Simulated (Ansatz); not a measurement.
Start from Sn (space group I4_1/amd, No. 141; a = 5.949 Å, c = 3.214 Å; relaxed with 0.1 eV smearing).

(Cell as relaxed with PBE.)

Levels (all Ansatz, an electronic-structure program, PAW): PBE (420 eV, spin-orbit coupling left out); r2SCAN (500 eV, without spin-orbit coupling).

Each level relaxes its own structure.

```
base                      PBE    r2SCAN
-------------------  --------  --------
volume per atom      28.44 Å³  27.60 Å³
lattice parameter a   5.949 Å   5.887 Å
band gap                 zero      zero
```

Modification: the cell is scaled by 1.0124 in all directions; the atoms relax in the strained cell.

```json
[
 {"quantity": "pressure (mean of the normal stresses, compression positive)", "PBE": "-1.6 GPa", "r2SCAN": "-1.8 GPa"},
 {"quantity": "energy relative to the base (free energy F)", "PBE": "+5.5 meV/atom", "r2SCAN": "+6.1 meV/atom"},
 {"quantity": "band gap", "PBE": "zero", "r2SCAN": "zero"}
]
```

PBE's pressure lies 0.2 GPa above r2SCAN's; PBE's energy relative to the base lies 0.6 meV/atom below r2SCAN's; the two agree on the band gap. Neither level is exact; r2SCAN is the comparison here, not a measurement.

Stability against distortions was not tested.
